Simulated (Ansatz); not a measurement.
We consider HfC (model structure, F-43m, No. 216, 2 atoms in the cell), described by PBEsol in Ansatz (PAW).

Run with plane-wave cutoff 520 eV, 12×12×12 k mesh, Fermi–Dirac smearing 0.01 eV, scalar-relativistic PAW data made under PBE.

Cell (relaxed at this level):

```
CELL_PARAMETERS angstrom
      0.00000     2.49792     2.49792
      2.49792     0.00000     2.49792
      2.49792     2.49792     0.00000
ATOMIC_POSITIONS crystal
  Hf 0.00000 0.00000 0.00000
  C  0.25000 0.25000 0.25000
```

**Question.** Give the computed band gap and Γ–Γ gap.

**Answer.** 
band gap: 0.18 eV
Γ–Γ gap: 5.74 eV

Note: the relaxation could raise the start's symmetry but not lower it, so the cell can be a saddle point.

Spin–orbit coupling is not included; it can close the smallest gap of 0.18 eV.

The result took around 8 core-seconds (rough).

A model structure was made by putting elements into a prototype or built by hand; it is no filed structure, need not be a known phase, and can be a saddle point held by its symmetry.

Ansatz is a program for electronic structure.
